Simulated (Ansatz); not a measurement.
AlB2-type ZrB2, treated with HSE06 (PAW; Ansatz, a first-principles code).

Numerical settings: plane-wave cutoff 460 eV, 12×12×8 k mesh (along the axes of the cell as run), Fermi–Dirac smearing 0.05 eV, scalar-relativistic PAW data made under PBE.

Computed at the level's own relaxed cell.

Task: Predict the equilibrium lattice constant a and c axis length.

Result: 
* **equilibrium lattice constant a**: 3.158 Å
* **c axis length**: 3.526 Å

Measured, for comparison: lattice constant a 3.17 Å, lattice parameter c 3.532 Å (room temperature, no zero-point or thermal correction; as tabulated in Zhang et al. (2020), arXiv:1911.03307). Computed (rounded) less measured: lattice constant a -0.4 %, lattice parameter c -0.2 %. A static lattice is as a rule a little smaller and stiffer than an uncorrected measurement, which narrows the difference in the lattice constant a and would widen misses of the other sign.

Computed values are for the static lattice.
